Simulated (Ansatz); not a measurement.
BN (model structure, started from the MgO type, Pm-3n, No. 223, 12 atoms in the cell) was calculated with HSE06 (plane waves, PAW; Ansatz, a first-principles code).

Numerical settings: plane-wave cutoff 460 eV, 6×6×6 k mesh, Fermi–Dirac smearing 0.01 eV, scalar-relativistic PAW data made under PBE.

Cell (relaxed with PBEsol):

```cif
data_B6N6
_chemical_formula_sum 'B6 N6'
_space_group_name_H-M_alt 'P 1'
_space_group_IT_number 1
_cell_length_a 4.41936
_cell_length_b 4.41936
_cell_length_c 4.41936
_cell_angle_alpha 90.000
_cell_angle_beta 90.000
_cell_angle_gamma 90.000
loop_
_space_group_symop_operation_xyz
  'x, y, z'
loop_
_atom_site_label
_atom_site_type_symbol
_atom_site_fract_x
_atom_site_fract_y
_atom_site_fract_z
_atom_site_occupancy
B1 B 0.25000 0.00000 0.50000 1
B2 B 0.75000 0.00000 0.50000 1
B3 B 0.50000 0.75000 0.00000 1
B4 B 0.50000 0.25000 0.00000 1
B5 B 0.00000 0.50000 0.75000 1
B6 B 0.00000 0.50000 0.25000 1
N1 N 0.25000 0.50000 0.00000 1
N2 N 0.75000 0.50000 0.00000 1
N3 N 0.00000 0.75000 0.50000 1
N4 N 0.00000 0.25000 0.50000 1
N5 N 0.50000 0.00000 0.75000 1
N6 N 0.50000 0.00000 0.25000 1
```

**Question.** Predict the band gap, smallest direct gap on the k points sampled and direct gap at Γ.

**Answer.** 
- band gap = 5.88 eV (indirect)
- smallest direct gap on the k points sampled = 6.33 eV
- direct gap at Γ = 7.59 eV

Note: the relaxation could raise the start's symmetry but not lower it, so the cell can be a saddle point; cell and atoms aren't relaxed at this level (pressure -2.7 GPa).

Computed values are for the static lattice.

It cost about 5 core-minutes (a rough figure) of CPU time.

A model structure was made by putting elements into a prototype or built by hand; it is no filed structure, need not be a known phase, and can be a saddle point held by its symmetry.
